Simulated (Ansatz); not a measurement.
Take MoS2 in the fluorite structure (space group Fm-3m, No. 225; a = 5.946 Å; ferromagnetic; a hypothetical phase, not in the database extracts checked; relaxed with 0.1 eV smearing) as the base.

(Cell as relaxed with PBE.)

Levels (all Ansatz, a program for electronic structure, PAW): PBE (420 eV, without spin-orbit coupling); PBEsol (420 eV, without spin-orbit coupling).

Each level relaxes its own structure.

```json
[
 {"base": "volume per atom", "PBE": "17.52 Å³", "PBEsol": "16.64 Å³"},
 {"base": "lattice parameter a", "PBE": "594.6 pm", "PBEsol": "584.5 pm"},
 {"base": "band gap", "PBE": "zero", "PBEsol": "zero"},
 {"base": "largest site moment", "PBE": "1.35 μB", "PBEsol": "1.08 μB"}
]
```

The change: an isotropic linear strain of +2.22 %, atoms relaxed at fixed cell.

```json
[
 {"quantity": "energy relative to the base (free energy F)", "PBE": "+27 meV/atom", "PBEsol": "[?]"},
 {"quantity": "largest site moment", "PBE": "1.49 μB", "PBEsol": "[?]"},
 {"quantity": "pressure", "PBE": "-6.8 GPa", "PBEsol": "[?]"}
]
```

Problem. Given the PBE results, estimate those of PBEsol.

Solution. 
- energy relative to the base (free energy F), PBEsol: +27 meV/atom
- largest site moment, PBEsol: 1.31 μB
- pressure, PBEsol: -7.2 GPa

PBE's largest site moment lies 0.18 μB above PBEsol's; PBE's pressure lies 0.4 GPa above PBEsol's; the two agree on the energy relative to the base. Neither level is exact; PBEsol is the comparison here, not a measurement.

The magnetic state is the one reached from the starting moments; the real material's order can differ, and small cells can't hold many antiferromagnetic ones. No phonon test of stability was made.
